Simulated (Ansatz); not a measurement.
# How the bulk modulus B0 of ReC (model structure, started from the NbAs type, I4₁md, No. 109, 4 atoms in the cell) moves with the method

No measured value is used here.

```tsv
level (code)	value (GPa)	cell (Å³/atom)
LDA (Ansatz)	455	9.72
PBE (Ansatz)	410	10.09
PBEsol (Ansatz)	439	9.86
```

Density-functional levels without +SOC have no spin–orbit coupling. LDA, PBE, PBEsol: the run has no spin polarisation, so it can have missed a magnetic state. LDA, PBE, PBEsol: the bulk modulus is −V dP/dV from two relaxed cells at ±2 % in volume. Each level is taken at its own relaxed cell. Ansatz's density-functional and Hartree–Fock values are scalar-relativistic unless marked +SOC, with PAW data made under PBE.

A model structure was made by putting elements into a prototype or built by hand; it is no filed structure, need not be a known phase, and can be a saddle point held by its symmetry.

Ansatz is an electronic-structure program.
